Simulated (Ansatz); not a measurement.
# zinc-blende BAs (1 1 1) on wurtzite GaN (0 0 1) (film strained to the substrate, started from cuts of the bulks and a machine-learned relaxation; metallic at this level, with no gap by band count; slabs Ga6N6 and As4B4, which can lie off the formulas)

A periodic stack without vacuum, zinc-blende BAs (1 1 1) on wurtzite GaN (0 0 1) (film strained to the substrate, started from cuts of the bulks and a machine-learned relaxation; metallic at this level, with no gap by band count; slabs Ga6N6 and As4B4, which can lie off the formulas): substrate slab Ga6N6, film As4B4, surface cells [[0, -1], [1, 0]] and [[-1, 1], [-1, 0]], film strained by -5.4 and -5.4 %, outermost planes N/Ga and B/As as cut, which need not be the usual terminations and can put a slab off its formula.

The start was prepared with a machine-learned potential, and the result is one local minimum, with the in-plane cell held and forces under 0.04 eV/Å; the film can end far from its bulk form.

Method: PBE (plane waves to 420 eV, PAW; Ansatz, a first-principles code). Spin–orbit coupling is left out; the runs are not spin-polarised; PBE gaps are too small against experiment. Its k-point mesh 8×8×1, Fermi–Dirac width 0.05 eV.

interface area: 9.0 Å²
period: 27.18 Å
heights between the nearest atoms of the two slabs at the two interfaces: 2.13 and 1.96 Å
As–N contacts across the interfaces within 1.22 times the sum of covalent radii: 1, mean 1.96 Å
B–Ga contacts across the interfaces within 1.22 times the sum of covalent radii: 1, mean 2.13 Å
two interfaces: unlike, so that offsets are their mean

```xyz
20
Lattice="3.2184 0.0002 -0.0719 1.6092 2.7874 0.0486 -1.0007 0.1114 27.2281" Properties=species:S:1:pos:R:3 pbc="T T T"
Ga     3.0920     2.4701     1.6498
Ga     1.5415     1.4607     4.2932
N      3.1352     2.4117     3.5742
N      1.4664     1.5624     0.9468
Ga     3.2097     2.3105     6.9180
Ga     1.6590     1.3021     9.5582
N      3.2528     2.2527     8.8445
N      1.5843     1.4025     6.2189
Ga     3.3268     2.1521    12.1819
Ga     1.7766     1.1428    14.8450
N      3.3698     2.0942    14.1069
N      1.7015     1.2440    11.4853
As     0.2323     1.9854    17.7997
As     0.2953     0.0425    20.5580
As     1.9677     0.8864    23.3660
As     0.4212     1.7320    26.2156
B      1.8236     1.0788    16.9778
B      0.2786     1.9226    19.8852
B      0.3420    -0.0210    22.6518
B      2.0149     0.8229    25.4747
```
